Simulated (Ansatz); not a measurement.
We look at the energy of the reaction as written. Reaction: 1/4 cell B + 3/8 Cl2 (gas) → cell A. Negative: the products are lower in energy.

Cell A: a slab of W (bcc, Im-3m) cut along (110), 6 atoms, oblique cell of 3.18 × 2.76 Å (7.2 Å²), symmetry Cm within 0.02 Å, 10.8 Å thick under 16 Å of vacuum, in-plane vectors held at the crystal's; planes from bottom to top: W × 5 | Cl, its two faces unlike (dipole correction applied); added, foreign or displaced atoms, above the top plane: Cl bound to 3 W at 2.45–2.60 Å; spin state with PBE: run without spin, k-point mesh 18×20×1.
```xyz
6
Lattice="3.1838 0.0000 0.0000 1.5919 2.2513 0.0000 0.0000 0.0000 27.0082" Properties=species:S:1:pos:R:3 pbc="T T T"
W      0.0002     0.0042     8.0862
W      1.5922     0.0052    10.2611
W      0.0003     0.0035    12.5177
W      1.5921    -0.0075    14.7682
W     -0.0001    -0.0843    16.9851
Cl     1.5911     0.6418    18.9031
```

Cell B: a slab of W (bcc, Im-3m) cut along (110), 21 atoms, oblique cell of 6.37 × 5.51 Å (28.7 Å²), symmetry Cm within 0.02 Å, 10.8 Å thick under 16 Å of vacuum, in-plane vectors held at the crystal's; planes from bottom to top: W4 × 5 | Cl, its two faces unlike (dipole correction applied); added, foreign or displaced atoms, above the top plane: Cl bound to 3 W at 2.48–2.62 Å; spin state with PBE: run without spin, k-point mesh 9×10×1.
```
W20Cl
1.0
    6.36767     0.00000     0.00000
    3.18384     4.50262     0.00000
    0.00000     0.00000    27.00822
W Cl
20 1
Direct
  0.00101   0.99876   0.29914
  0.50021   0.99877   0.29914
  0.00006   0.49989   0.29894
  0.50104   0.49789   0.29898
  0.75052   0.49896   0.37956
  0.25048   0.49903   0.37955
  0.75051   0.99899   0.37951
  0.25053   0.99894   0.37920
  0.00056   0.99884   0.46326
  0.50054   0.99898   0.46325
  0.00123   0.49754   0.46288
  0.50017   0.49968   0.46288
  0.75192   0.49766   0.54694
  0.25039   0.49768   0.54696
  0.75279   0.99448   0.54583
  0.25043   0.99913   0.54664
  0.00694   0.98826   0.62812
  0.50480   0.98826   0.62812
  0.99050   0.51900   0.62854
  0.50682   0.48633   0.62543
  0.16606   0.16794   0.69929
```

Reference: an isolated Cl2 molecule (singlet) in a box of 11 × 11 × 14 Å.

Plane-wave PAW calculations with Ansatz (an electronic-structure program), its PAW set soft_1, cutoff 420 eV, 500 eV for r2SCAN. The structures are at rest with PBE, within the held lattices; other levels are single points on them. Neutral cells; Fermi-Dirac smearing of at most 0.10 eV in the solids, energies taken to zero width. The lattices are those relaxed with PBE, so at other levels the solids can be strained, which adds to the spread. Larger cells are relaxed from a start prepared with the learned potential CHGNet till forces fall under 0.03 eV/Å, which some starts already meet. A dispersion term (D3(BJ), or D4 for r2SCAN) was computed beside these levels and is taken off wherever the name lacks it. Space groups of crystals are read within 0.01 Å. No zero-point or thermal terms. The structures are the rest points that the relaxations reached, not proven lowest. The runs are scalar-relativistic, without spin-orbit coupling. No Hubbard U is applied. Values are for these cell sizes. Cell A has symmetry Cm within 0.02 Å and got no random move, so less symmetric positions, which may lie lower, weren't tried. Cell B has symmetry Cm within 0.02 Å and got no random move, so less symmetric positions, which may lie lower, weren't tried.

**Question.** Estimate the value that PBE returns for this input.

**Answer.** -0.61 eV, for 1/4 cell B + 3/8 Cl2 (gas) → cell A.

**Question.** What do the other levels give, and how wide is the spread?

**Answer.** 
```tsv
Method	value (eV)	less PBE
r2SCAN	-0.81	-0.20
```

The levels shown span 0.20 eV, from r2SCAN (-0.81) to PBE (-0.61).
